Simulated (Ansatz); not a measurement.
The reference is an 8-atom supercell of BeSe in the zinc blende structure (space group F-43m, No. 216) at its relaxed geometry.

```
CELL_PARAMETERS angstrom
     -5.17766     0.00000     0.00000
      0.00000     0.00000     5.17766
      0.00000     5.17766     0.00000
ATOMIC_POSITIONS crystal
  Se 0.25000 0.75000 0.75000
  Se 0.75000 0.75000 0.25000
  Se 0.75000 0.25000 0.75000
  Se 0.25000 0.25000 0.25000
  Be 0.00000 0.00000 0.00000
  Be 0.50000 0.00000 0.50000
  Be 0.50000 0.50000 0.00000
  Be 0.00000 0.50000 0.50000
```

All numbers come from plane-wave PAW DFT at the PBE level (Ansatz, a quantum-chemistry and plane-wave program, 420 eV), no SOC, earlier PAW set.

Base values:

| Property | Result |
|---|---|
| Pressure | 0.0 GPa |
| Mean distance from the defect site to its nearest host atoms | 2.24 Å |

The change: a neutral As on a Se site, atoms relaxed at fixed cell, starting from a slightly rattled geometry.

Tabulated Pauling electronegativity and covalent radius: Se 2.55, 1.20 Å; As 2.18, 1.19 Å.

Question: Estimate the effect on the pressure, largest displacement of a host atom from its site in the perfect cell and mean distance from the defect site to its nearest host atoms.

Answer: The pressure stays essentially unchanged (0.0 GPa against 0.1 GPa); the largest displacement of a host atom from its site in the perfect cell is 0.00 Å; the mean distance from the defect site to its nearest host atoms remains 2.24 Å.

The magnetic state is the one reached from the starting moments; the real material's order can differ, and small cells can't hold many antiferromagnetic ones. The cell is small, so the values are those of an ordered compound at a high defect concentration; dilute-limit values will differ. The mesh was chosen for an insulator and is coarse for the gapless case. Starting moments died away, wholly or in part, for As on a Se site; another magnetic solution may exist. The defect cell is spin-polarised and ends with 0.0 μB.
